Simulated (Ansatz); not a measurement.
V_O+V_O in monoclinic HfO2 (start: the O(2,4-fold) site; O(1,3-fold) 2.55 Å away; 96-site cell, 2×2×2 shifted sampling), charge +4. These are PBE, PAW (plane waves to 420 eV; Ansatz, a quantum-chemistry and plane-wave program) values and carry that method's errors.

```yaml
total_energy_of_the_defect_cell: -538497.1427 eV
total_energy_of_the_perfect_cell: -539573.7597 eV
"μ(O) in O2 molecule in a box, atoms added −2": -564.9684 eV
"Δμ(O), O-rich": 0.000 eV
valence-band maximum on the cell's zero: 13.691 eV
image_correction_with_alignment: 0.599 eV
fermi_level_above_the_maximum: 0.90 eV
```

**Question.** Work out the formation energy.

**Answer.** E_f = E(defect) − E(perfect) − Σ n μ + q (E_VBM + E_F) + E_corr = 1076.617 − (1129.937) + (58.363) + (0.599) = 5.64 eV.
